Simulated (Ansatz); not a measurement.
**GaP (model structure, started from the BeO type, P4₂/mnm, No. 136, 8 atoms in the cell)**

Calculation: PBEsol in Ansatz (PAW).

Settings: plane-wave cutoff 520 eV, 6×6×10 k mesh (along the axes of the cell as run), Fermi–Dirac smearing 0.01 eV, scalar-relativistic PAW data made under PBE.

Cell (relaxed at this level):

```yaml
crystal:
  lattice:
    - [6.64453, 0.00000, 0.00000]
    - [0.00000, 6.64453, 0.00000]
    - [0.00000, 0.00000, 3.84757]
  atoms:
    - { symbol: Ga, position: [0.32390, 0.67610, 0.00000] }
    - { symbol: Ga, position: [0.67610, 0.32390, 0.00000] }
    - { symbol: Ga, position: [0.82390, 0.82390, 0.50000] }
    - { symbol: Ga, position: [0.17610, 0.17610, 0.50000] }
    - { symbol: P, position: [0.31750, 0.31750, 0.00000] }
    - { symbol: P, position: [0.68250, 0.68250, 0.00000] }
    - { symbol: P, position: [0.18250, 0.81750, 0.50000] }
    - { symbol: P, position: [0.81750, 0.18250, 0.50000] }
```

```yaml
band_gap: 1.04 eV (on the SCF k mesh)
bulk modulus B0: 77.5 GPa
```

Note: the bulk modulus is −V dP/dV from two relaxed cells at ±2 % in volume; the relaxation could raise the start's symmetry but not lower it, so the cell can be a saddle point.

Spin–orbit coupling is not included.

The computed numbers hold no vibrational or temperature effects.

The result took around 5 core-minutes (rough).

A model structure was made by putting elements into a prototype or built by hand; it is no filed structure, need not be a known phase, and can be a saddle point held by its symmetry.

Ansatz is a quantum-chemistry and plane-wave program.
